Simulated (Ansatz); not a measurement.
Thickness series in Cu2Te

Base system: Cu2Te (space group P6/mmm, No. 191; a = 4.233 Å, c = 8.451 Å; a cell from a computed database, its experimental status unchecked; layered, stacked along the Cartesian z axis).

Free-standing slabs (6 atom(s) a layer) normal to the stacking axis with 15 Å of vacuum; in-plane cell relaxed.

All numbers come from Kohn–Sham DFT with the r2SCAN+rVV10 functional, run in Ansatz (an electronic-structure program) with PAW and 500 eV plane waves, no spin-orbit coupling.

| variant | shortest interatomic distance | in-plane lattice parameter a | thickness between the outermost nuclei |
|---|---|---|---|
| base | 2.444 Å | 4.233 Å | – |
| 1 layer | 2.448 Å | 4.240 Å | 4.50 Å |
| 2 layers | 2.445 Å | 4.236 Å | 12.97 Å |
| 3 layers | 2.445 Å | 4.235 Å | 21.43 Å |

Stability against distortions was not tested. All final runs are without spin polarisation.
